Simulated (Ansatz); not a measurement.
Take Cs in the bcc (W type) structure (space group Im-3m, No. 229) as the base.

```cif
data_Cs2
_chemical_formula_sum 'Cs2'
_space_group_name_H-M_alt 'Im-3m'
_space_group_IT_number 229
_space_group_name_Hall '-I 4 2 3'
_cell_length_a 6.26494
_cell_length_b 6.26494
_cell_length_c 6.26494
_cell_angle_alpha 90.000
_cell_angle_beta 90.000
_cell_angle_gamma 90.000
loop_
_atom_site_label
_atom_site_type_symbol
_atom_site_symmetry_multiplicity
_atom_site_Wyckoff_symbol
_atom_site_fract_x
_atom_site_fract_y
_atom_site_fract_z
_atom_site_occupancy
Cs1 Cs 2 a 0.00000 0.00000 0.00000 1
```
(The calculation used a cell of 1 atom; values per cell refer to that cell.)

The values are results of r2SCAN, PAW, 500 eV (Ansatz, a program for electronic structure; no spin-orbit coupling), not measurements.

For the base:

- Lattice parameter a: 626.5 pm

Now apply this change: cell and atoms relaxed at a pressure of 7.5 GPa.

Estimate the effect on the lattice parameter a.

The lattice parameter a shrinks by 204.8 pm to 421.7 pm.

Load acts through the strain it causes; cell and atoms are relaxed under it. Whether these cells are dynamically stable was not tested. All final runs are without spin polarisation. Measured, Cs leaves this structure (for fcc) near 2.4 GPa (temperature not stated; as listed in Olga Degtyareva, NATO science for peace and security series. B, Physics and biophysics (2010)).
